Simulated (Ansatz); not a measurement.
Structures of equal composition on the (110) surface of bcc W: a layer of Ag in place of the second plane; a layer of Ag in place of the third plane. The slabs share one bottom face, and each structure is named by its start. These are constructed structures in small cells; real faces may alloy, dewet or reconstruct in larger ones, and not all known structures of the face are among them. Slabs of about 11 Å, Fermi-Dirac smearing of 0.1 eV. Bottom of the slabs: a bare face, its two planes held. Relaxed from the named starts with such symmetry as they have, on meshes of like density; energies extrapolated to zero smearing; spin only where a row says so; no spin-orbit coupling, no U. Brackets mark spin-polarised runs, whose order is one that fits the cell.

The numbers are results of PBE (plane waves to 420 eV, PAW; Ansatz, a program for electronic structure), not measurements.

Put the candidates in order of energy per 1x1 cell, lowest first, for PBE.

a layer of Ag in place of the third plane (0.000 eV), a layer of Ag in place of the second plane (0.231 eV)
